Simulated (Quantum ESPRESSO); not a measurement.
The steps of a band-structure calculation for BC₇ (P-4m2, 8 atoms in the cell) with Quantum ESPRESSO.

Level of theory: PBEsol, GBRV 1.5 ultrasoft (PBESOL) pseudopotentials (plane waves; Quantum ESPRESSO).

Step 1 (scf):

```fortran
&control
    calculation = 'scf'
    prefix = 'BC7'
    outdir = './out'
    pseudo_dir = './'
    tprnfor = .true.
    tstress = .true.
/
&system
    ibrav = 0
    nat = 8
    ntyp = 2
    ecutwfc = 40
    ecutrho = 200
    occupations = 'smearing'
    smearing = 'fermi-dirac'
    degauss = 0.0073499
    nbnd = 28
/
&electrons
    conv_thr = 1.0d-8
/
ATOMIC_SPECIES
B     10.8100  b_pbesol_v1.4.uspp.F.UPF
C     12.0110  c_pbesol_v1.2.uspp.F.UPF
ATOMIC_POSITIONS crystal
B     0.0000000000    0.0000000000    0.5000000000
C     0.0000000000    0.0000000000    0.0000000000
C     0.0000000000    0.5000000000    0.1191000000
C     0.5000000000    0.0000000000    0.8809000000
C     0.0000000000    0.5000000000    0.6423500000
C     0.5000000000    0.0000000000    0.3576500000
C     0.5000000000    0.5000000000    0.2420800000
C     0.5000000000    0.5000000000    0.7579200000
K_POINTS automatic
13 13 5  0 0 0
CELL_PARAMETERS angstrom
   2.5183700000     0.0000000000     0.0000000000
   0.0000000000     2.5183700000     0.0000000000
   0.0000000000     0.0000000000     7.4943000000
```

Step 2 (bands):

```fortran
&control
    calculation = 'bands'
    prefix = 'BC7'
    outdir = './out'
    pseudo_dir = './'
    verbosity = 'high'
/
&system
    ibrav = 0
    nat = 8
    ntyp = 2
    ecutwfc = 40
    ecutrho = 200
    occupations = 'smearing'
    smearing = 'fermi-dirac'
    degauss = 0.0073499
    nbnd = 28
/
&electrons
    conv_thr = 1.0d-8
    startingwfc = 'random'
    diago_thr_init = 1.0d-6
    diagonalization = 'cg'
/
ATOMIC_SPECIES
B     10.8100  b_pbesol_v1.4.uspp.F.UPF
C     12.0110  c_pbesol_v1.2.uspp.F.UPF
ATOMIC_POSITIONS crystal
B     0.0000000000    0.0000000000    0.5000000000
C     0.0000000000    0.0000000000    0.0000000000
C     0.0000000000    0.5000000000    0.1191000000
C     0.5000000000    0.0000000000    0.8809000000
C     0.0000000000    0.5000000000    0.6423500000
C     0.5000000000    0.0000000000    0.3576500000
C     0.5000000000    0.5000000000    0.2420800000
C     0.5000000000    0.5000000000    0.7579200000
K_POINTS crystal_b
12
  0.00000000   0.00000000   0.00000000  12  ! G
  0.00000000   0.50000000   0.00000000  12  ! X
  0.50000000   0.50000000   0.00000000  18  ! M
  0.00000000   0.00000000   0.00000000   4  ! G
  0.00000000   0.00000000   0.50000000  12  ! Z
  0.00000000   0.50000000   0.50000000  12  ! R
  0.50000000   0.50000000   0.50000000  18  ! A
  0.00000000   0.00000000   0.50000000   1  ! Z
  0.00000000   0.50000000   0.00000000   4  ! X
  0.00000000   0.50000000   0.50000000   1  ! R
  0.50000000   0.50000000   0.00000000   4  ! M
  0.50000000   0.50000000   0.50000000   1  ! A
CELL_PARAMETERS angstrom
   2.5183700000     0.0000000000     0.0000000000
   0.0000000000     2.5183700000     0.0000000000
   0.0000000000     0.0000000000     7.4943000000
```

Step 3 (bands.x):

```fortran
&bands
    prefix = 'BC7'
    outdir = './out'
    filband = 'bands.dat'
    lsym = .false.
/
```

Output of bands (abridged):

```
     Atomic positions and unit cell read from directory:
     ./out/BC7.save/

     Message from routine setup:
     using ibrav=0 with symmetry is DISCOURAGED, use correct ibrav instead
     G-vector sticks info
     --------------------
     sticks:   dense  smooth     PW     G-vecs:    dense   smooth      PW
     Sum         357     293     97                15323    11029    2113

     bravais-lattice index     =            0
   [... lines left out ...]
     unit-cell volume          =     320.7501 (a.u.)^3
     number of k points=    99  Fermi-Dirac smearing, width (Ry)=  0.0073
   [... lines left out ...]
        k(    1) = (   0.0000000   0.0000000   0.0000000), wk =   0.0202020
        k(    2) = (   0.0000000   0.0416667   0.0000000), wk =   0.0202020
        k(    3) = (   0.0000000   0.0833333   0.0000000), wk =   0.0202020
   [... 96 lines left out ...]

     Dense  grid:    15323 G-vectors     FFT dimensions: (  24,  24,  64)

     Smooth grid:    11029 G-vectors     FFT dimensions: (  20,  20,  60)

     The potential is recalculated from file :
     ./out/BC7.save/charge-density

     Band Structure Calculation
     CG style diagonalization

     ethr =  1.00E-06,  avg # of iterations = 28.4

     End of band structure calculation

          k = 0.0000 0.0000 0.0000 (  1369 PWs)   bands (ev):

    -8.6865  -6.7244  -5.1463  -0.3436   0.6813   6.4954   6.4954   7.7753
     8.0999   8.3187   8.3187   9.8319   9.8319  12.3658  13.6640  13.6640
    16.8428  16.8909  17.6448  18.3651  18.3652  18.4267  19.7150  22.6430
    23.1353  23.8700  23.8700  24.4161

          k = 0.0000 0.0417 0.0000 (  1365 PWs)   bands (ev):

    -8.6544  -6.6933  -5.1158  -0.3212   0.7046   6.3003   6.5211   7.5663
     7.9605   8.3381   8.4735   9.7099   9.8462  12.2536  13.4727  13.6554
    16.9589  17.0462  17.7890  18.3957  18.4104  18.5726  19.8701  22.7336
    23.2267  23.7947  23.8285  24.3745

   [... 97 blocks of this kind left out ...]
```

Output of bands.x (abridged):

```
     Reading xml data from directory:

     ./out/BC7.save/

     G-vector sticks info
     --------------------
     sticks:   dense  smooth     PW     G-vecs:    dense   smooth      PW
     Sum         357     293     97                15323    11029    2113

     Reading collected, re-writing distributed wavefunctions
     high-symmetry point:  0.0000 0.0000 0.0000   x coordinate   0.0000
     high-symmetry point:  0.0000 0.5000 0.0000   x coordinate   0.5000
     high-symmetry point:  0.5000 0.5000 0.0000   x coordinate   1.0000
     high-symmetry point:  0.0000 0.0000 0.0000   x coordinate   1.7071
     high-symmetry point:  0.0000 0.0000 0.1680   x coordinate   1.8751
     high-symmetry point:  0.0000 0.5000 0.1680   x coordinate   2.3751
     high-symmetry point:  0.5000 0.5000 0.1680   x coordinate   2.8751
     high-symmetry point:  0.0000 0.0000 0.1680   x coordinate   3.5822
     high-symmetry point:  0.0000 0.5000 0.0000   x coordinate   3.5822
     high-symmetry point:  0.0000 0.5000 0.1680   x coordinate   3.7503
     high-symmetry point:  0.5000 0.5000 0.0000   x coordinate   3.7503
     high-symmetry point:  0.5000 0.5000 0.1680   x coordinate   3.9183

     Plottable bands (eV) written to file bands.dat.gnu
     Bands written to file bands.dat

   JOB DONE.
```

The starting cell comes from a database of computed structures (which also holds hypothetical and non-ambient phases and stackings), without a prior relaxation at this level.
